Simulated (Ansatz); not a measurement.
# A computed series for MgO: response to strain

Take MgO in the rock salt structure (space group Fm-3m, No. 225; a = 4.204 Å) as the base. Axes: x, y, z lie along the cube axes.

Strains are applied to the cell and any free atomic positions relax; under biaxial strain the out-of-plane vector relaxes too.

All numbers come from Ansatz (a program for electronic structure), r2SCAN, PAW, cutoff 500 eV, scalar-relativistic without spin-orbit coupling.

Notes on the quantities. pressure: mean of the normal stresses, compression positive; energy relative to the base: free energy F.

| variant | out-of-plane strain | band gap | shortest interatomic distance | pressure | energy relative to the base |
|---|---|---|---|---|---|
| base | – | 5.68 eV | 210.2 pm | 0.00 GPa | 0 meV/atom |
| biaxial strain −2.50 %, plane normal [111], relaxed out of plane | +0.83 % | 6.01 eV | 207.3 pm | 7.72 GPa | +16 meV/atom |
| biaxial strain −2.08 %, plane normal [111], relaxed out of plane | +0.69 % | 5.96 eV | 207.8 pm | 6.31 GPa | +11 meV/atom |
| biaxial strain −1.67 %, plane normal [111], relaxed out of plane | +0.56 % | 5.91 eV | 208.3 pm | 4.98 GPa | +7.0 meV/atom |
| biaxial strain −1.25 %, plane normal [111], relaxed out of plane | +0.42 % | 5.85 eV | 208.8 pm | 3.66 GPa | +3.9 meV/atom |
| biaxial strain −0.83 %, plane normal [111], relaxed out of plane | +0.28 % | 5.80 eV | 209.3 pm | 2.39 GPa | +1.7 meV/atom |
| biaxial strain −0.42 %, plane normal [111], relaxed out of plane | +0.14 % | 5.74 eV | 209.7 pm | 1.19 GPa | +0.4 meV/atom |

Gaps are Kohn–Sham eigenvalue differences; semilocal functionals usually give less than the measured gap. No phonon test of stability was made.
